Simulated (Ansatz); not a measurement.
Base system: Te (space group P3_121, No. 152; a = 4.624 Å, c = 5.904 Å; made of chains). Axes: x lies along a and z along c of the hexagonal cell.

The change: uniaxial strain ε_yy = +4.00 %, all other strain components held at zero; the atoms relax in the strained cell.

Levels (all Ansatz, a quantum-chemistry and plane-wave program, PAW, earlier PAW set): r2SCAN (500 eV, scalar-relativistic without spin-orbit coupling); HSE06 (420 eV, no spin-orbit coupling).

The geometry is relaxed with r2SCAN.

| Property | Result |
|---|---|
| r2SCAN lowest conduction level above the VBM at special points | D 0.64 eV; D₂ 0.64 eV; A 0.87 eV; Γ 1.32 eV |

With HSE06 at the same geometry, the lowest conduction level above the VBM at special points goes from D 0.64 eV; D₂ 0.64 eV; A 0.87 eV; Γ 1.32 eV to D 0.96 eV; D₂ 0.96 eV; A 1.24 eV; Γ 1.73 eV.

Single points use the geometry relaxed with r2SCAN. HSE06 was sampled on its mesh, a few special points and the semilocal edge points, so its gap is an upper bound. The levels and masses belong to the bands next to the band gap. No phonon test of stability was made. No dispersion term is included, though the crystal is made of layers, chains or molecules, so its spacings can come out too wide. k-point labels follow each cell's own Brillouin zone.
